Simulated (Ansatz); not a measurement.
Start from InAs in the zinc blende structure (space group F-43m, No. 216; a = 6.087 Å).

Method: PBEsol (Ansatz, an electronic-structure program; PAW; 420 eV plane waves; no SOC), earlier PAW set.

For the base:

* **Shortest interatomic distance**: 2.636 Å
* **Band gap**: zero
* **Gap character**: absent

Now apply this change: every In is replaced by B; the structure is relaxed again.

Question: Predict the new hole mass, shortest interatomic distance, band gap and gap character.

Answer: The hole mass (degenerate bands, along [100]) amounts to 0.23 mₑ (at Γ); the shortest interatomic distance decreases by 0.5714 Å (2.636 Å → 2.064 Å); the band gap becomes 1.08 eV (base: zero); the gap character becomes indirect, Γ → Γ–X (82 % along) (base: absent).

Effective masses come from finite differences of ±0.01 Å⁻¹. No phonon test of stability was made. The final runs are not spin-polarised. The zero or small gap of InAs can change with the level of theory.
